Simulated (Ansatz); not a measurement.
Results of G0W0@PBEsol (hard PAW, contour deformation, complete-basis limit; Ansatz, a quantum-chemistry and plane-wave program) for C (model structure, Ibam, No. 72, 6 atoms in the cell).

Numerical settings: largest k mesh 8×8×8 (not extrapolated in the mesh).

Cell (relaxed with PBEsol):

```
CELL_PARAMETERS angstrom
      3.60819    -1.32294    -0.05636
      3.60819     1.32294    -0.05636
     -2.93496     0.00000     3.60164
ATOMIC_POSITIONS crystal
  C  0.34720 0.99308 0.67014
  C  0.65280 0.00692 0.32986
  C  0.00692 0.65280 0.82986
  C  0.99308 0.34720 0.17014
  C  0.00000 0.00000 0.25000
  C  0.00000 0.00000 0.75000
```

Q: Estimate the band gap that the calculation returns.

A: 
- band gap: 4.01 eV (direct)

Note: the relaxation could raise the start's symmetry but not lower it, so the cell can be a saddle point; the gap holds a correction of +0.33 eV to the complete basis.

Static lattice: no zero-point or thermal effects.

A model structure was made by putting elements into a prototype or built by hand; it is no filed structure, need not be a known phase, and can be a saddle point held by its symmetry.
